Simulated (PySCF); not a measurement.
PySCF 2.14.0, TPSSH/def2-tzvp, df: thionyl fluoride (O=S(F)F), 4 atoms. The geometry is a generated start, not checked to be a minimum at this level.

```yaml
task: energy
method: tpssh
basis: def2-tzvp
two_electron_scheme: density fitting
mol.max_memory: 3000 MB
mf.max_cycle: 100
mf.conv_tol: 1e-09 (default)
mf.grids.level: 3 (default)
basis_functions: 130
grid_points: 61488
```

```xyz
4

O      1.3783    -0.1456    -0.2332
S      0.1860    -0.0008     0.5049
F     -0.6655     1.2639    -0.1836
F     -0.8988    -1.1175    -0.0881
```

With the defaults (mf.DIIS = CDIIS, mf.diis = true, mf.diis_space = 8, mf.level_shift = 0, mf.damp = 0, mf.diis_start_cycle = 1, mf.init_guess = minao) it converges in 13 Fock builds. One run each on 2 threads, 1 BLAS thread, with these changes:
- mf.DIIS = EDIIS
- mf.init_guess = huckel
- mf.diis = false
- mf.damp = 0.3, mf.diis_start_cycle = 4
- mf.init_guess = atom
- mf.level_shift = 0.3 Hartree
- mf.diis_space = 3
- mf.init_guess = sap
- mf.diis = false, mf.damp = 0.7, mf.diis_start_cycle = 999

Question: Which runs fail or end elsewhere than the default run?

Answer: No convergence: mf.DIIS = EDIIS; mf.diis = false (the run ends without SCF convergence in 100 cycles). The rest reach the solution of the defaults.

```csv
setting,Fock builds,end
the defaults,13,same solution
mf.init_guess = sap,13,same solution
mf.init_guess = atom,13,same solution
mf.init_guess = huckel,14,same solution
mf.level_shift = 0.3 Hartree,15,same solution
mf.diis_space = 3,18,same solution
"mf.damp = 0.3, mf.diis_start_cycle = 4",19,same solution
"mf.diis = false, mf.damp = 0.7, mf.diis_start_cycle = 999",26,same solution
mf.DIIS = EDIIS,101,no convergence
mf.diis = false,101,no convergence
```
